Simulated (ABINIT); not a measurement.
ABINIT run on GaP (F-43m, 2 atoms in the cell): self-consistent single point

Computed with PBE, PAW (JTH v2.0 PBE PAW) (plane waves; ABINIT).

Input:

```
# GaP, JTH v2.0 PBE PAW
pp_dirpath "./"
pseudos "Ga.GGA_PBE-JTH.xml, P.GGA_PBE-JTH.xml"
acell 3.8652931533 3.8652931533 3.8652931533 Angstrom
rprim
         0.0000000000    0.7071067812    0.7071067812
         0.7071067812    0.0000000000    0.7071067812
         0.7071067812    0.7071067812    0.0000000000
natom 2
ntypat 2
znucl 31 15
typat 1 2
xred
         0.0000000000    0.0000000000    0.0000000000
         0.2500000000    0.2500000000    0.2500000000
ecut 21
pawecutdg 42
pawxcdev 0
occopt 3
tsmear 0.02 eV
nband 14
kptopt 1
ngkpt 6 6 6
nshiftk 1
shiftk 0 0 0
nstep 80
tolvrs 1.0e-10
prtwf 0
prtden 0
enunit 2
```

Output (repeated stretches shortened):

```
 Symmetries : space group F-4 3 m (#216); Bravais cF (face-center cubic)

 -outvars: echo values of preprocessed input variables --------
            acell      7.3043454831E+00  7.3043454831E+00  7.3043454831E+00 Bohr
             ecut      2.10000000E+01 Hartree
           enunit           2
              ixc     -101130
         kptrlatt        6    0    0      0    6    0      0    0    6
          kptrlen      4.38260729E+01
            natom           2
            nband          14
            ngfft          32      32      32
          ngfftdg          45      45      45
             nkpt          16
            nstep          80
             nsym          24
           ntypat           2
           occopt           3
        pawecutdg      4.20000000E+01 Hartree
         pawxcdev           0
            rprim      0.0000000000E+00  7.0710678120E-01  7.0710678120E-01
                       7.0710678120E-01  0.0000000000E+00  7.0710678120E-01
                       7.0710678120E-01  7.0710678120E-01  0.0000000000E+00
          spgroup         216
           tolvrs      1.00000000E-10
           tsmear      7.34986508E-04 Hartree
            typat      1  2
           useylm           1
             xred      0.0000000000E+00  0.0000000000E+00  0.0000000000E+00
                       2.5000000000E-01  2.5000000000E-01  2.5000000000E-01
            znucl       31.00000   15.00000

== DATASET  1 ==================================================================

 Real(R)+Recip(G) space primitive vectors, cartesian coordinates (Bohr,Bohr^-1):
 R(1)=  0.0000000  5.1649522  5.1649522  G(1)= -0.0968063  0.0968063  0.0968063
 R(2)=  5.1649522  0.0000000  5.1649522  G(2)=  0.0968063 -0.0968063  0.0968063
 R(3)=  5.1649522  5.1649522  0.0000000  G(3)=  0.0968063  0.0968063 -0.0968063
 Unit cell volume ucvol=  2.7556809E+02 bohr^3
 Angles (23,13,12)=  6.00000000E+01  6.00000000E+01  6.00000000E+01 degrees

 Coarse grid specifications (used for wave-functions):

 getcut: wavevector=  0.0000  0.0000  0.0000  ngfft=  32  32  32
         ecut(hartree)=     21.000   => boxcut(ratio)=   2.12370

 Fine grid specifications (used for densities):

 getcut: wavevector=  0.0000  0.0000  0.0000  ngfft=  45  45  45
         ecut(hartree)=     42.000   => boxcut(ratio)=   2.06482

   4.33120550E+02                                ecore*ucvol(ha*bohr**3)

_setup2: Arith. and geom. avg. npw (full set) are    1265.088    1265.051

--- !BeginCycle
solver: {iscf: 17, nstep: 80, nline: 4, wfoptalg: 10, }
tolerances: {tolvrs: 1.00E-10, }
...

     iter   Etot(hartree)      deltaE(h)  residm     nres2
 ETOT  1  -85.695169415762    -8.570E+01 1.084E-01 3.926E+00
 ETOT  2  -85.774548117485    -7.938E-02 1.717E-02 4.589E-01
 ETOT  3  -85.774153643890     3.945E-04 2.380E-03 4.453E-02
 ETOT  4  -85.774238932070    -8.529E-05 6.377E-04 5.719E-03
 ETOT  5  -85.774251538505    -1.261E-05 3.089E-05 1.373E-03
 ETOT  6  -85.774274765525    -2.323E-05 6.080E-05 2.646E-05
 ETOT  7  -85.774275086955    -3.214E-07 9.039E-06 2.434E-06
 ETOT  8  -85.774275149279    -6.232E-08 8.337E-06 7.743E-08
 ETOT  9  -85.774275151078    -1.799E-09 2.445E-06 7.730E-09
 ETOT 10  -85.774275151180    -1.016E-10 2.007E-06 8.617E-10
 ETOT 11  -85.774275151194    -1.471E-11 6.759E-07 1.203E-10
 ETOT 12  -85.774275151196    -1.279E-12 4.747E-07 6.932E-12

 At SCF step   12       nres2   =  6.93E-12 < tolvrs=  1.00E-10 =>converged.

 Cartesian components of stress tensor (hartree/bohr^3)
  sigma(1 1)= -6.22427105E-05  sigma(3 2)=  0.00000000E+00
  sigma(2 2)= -6.22427105E-05  sigma(3 1)=  0.00000000E+00
  sigma(3 3)= -6.22427105E-05  sigma(2 1)=  0.00000000E+00

 ----iterations are completed or convergence reached----

 reduced coordinates (array xred) for    2 atoms
       0.000000000000      0.000000000000      0.000000000000
       0.250000000000      0.250000000000      0.250000000000
 cartesian forces (eV/Angstrom) at end:
    1     -0.00000000000000    -0.00000000000000    -0.00000000000000
    2     -0.00000000000000    -0.00000000000000    -0.00000000000000
 frms,max,avg= 0.0000000E+00 0.0000000E+00   0.000E+00  0.000E+00  0.000E+00 e/A
 length scales=  7.304345483055  7.304345483055  7.304345483055 bohr
              =  3.865293153300  3.865293153300  3.865293153300 angstroms
 Fermi (or HOMO) energy (hartree) =   0.22122   Average Vxc (hartree)=  -0.34161
 Eigenvalues (hartree) for nkpt=  16  k points:
 kpt#   1, nband= 14, wtk=  0.00463, kpt=  0.0000  0.0000  0.0000 (reduced coord)
  -0.34861   -0.34861   -0.34861   -0.34514   -0.34514   -0.27130    0.18549    0.18549
   0.18549    0.24985    0.32829    0.32829    0.32829    0.50781
      occupation numbers for kpt#   1
   2.00000    2.00000    2.00000    2.00000    2.00000    2.00000    2.00000    2.00000
   2.00000    0.00000    0.00000    0.00000    0.00000    0.00000
 prteigrs : prtvol=0 or 1, do not print more k-points.

 Fermi (or HOMO) energy (eV) =   6.01970   Average Vxc (eV)=  -9.29562
 Eigenvalues (   eV  ) for nkpt=  16  k points:
 kpt#   1, nband= 14, wtk=  0.00463, kpt=  0.0000  0.0000  0.0000 (reduced coord)
  -9.48624   -9.48624   -9.48624   -9.39167   -9.39167   -7.38247    5.04732    5.04732
   5.04732    6.79865    8.93333    8.93333    8.93333   13.81831
 prteigrs : prtvol=0 or 1, do not print more k-points.

--- !EnergyTerms
comment             : Components of total free energy in Hartree
kinetic             :  7.44376210061296E+00
hartree             :  2.78042595481325E+01
xc                  : -3.87579544598980E+00
Ewald energy        : -4.80989404896969E+01
psp_core            :  1.57173697007147E+00
local_psp           : -7.23607120699728E+01
spherical_terms     :  1.74141450263586E+00
internal            : -8.57742748842067E+01
'-kT*entropy'       :  5.64476815589743E-16
total_energy        : -8.57742748842067E+01
total_energy_eV     : -2.33403671918731E+03
...

-Cartesian components of stress tensor (GPa)         [Pressure=  1.8312E+00 GPa]
- sigma(1 1)= -1.83124346E+00  sigma(3 2)=  0.00000000E+00
- sigma(2 2)= -1.83124346E+00  sigma(3 1)=  0.00000000E+00
- sigma(3 3)= -1.83124346E+00  sigma(2 1)=  0.00000000E+00

 Calculation completed.
```

The run converged in 12 iterations.

The starting cell has typed, rounded lattice constants, without a prior relaxation at this level. Its lattice was rescaled by up to half a per cent.
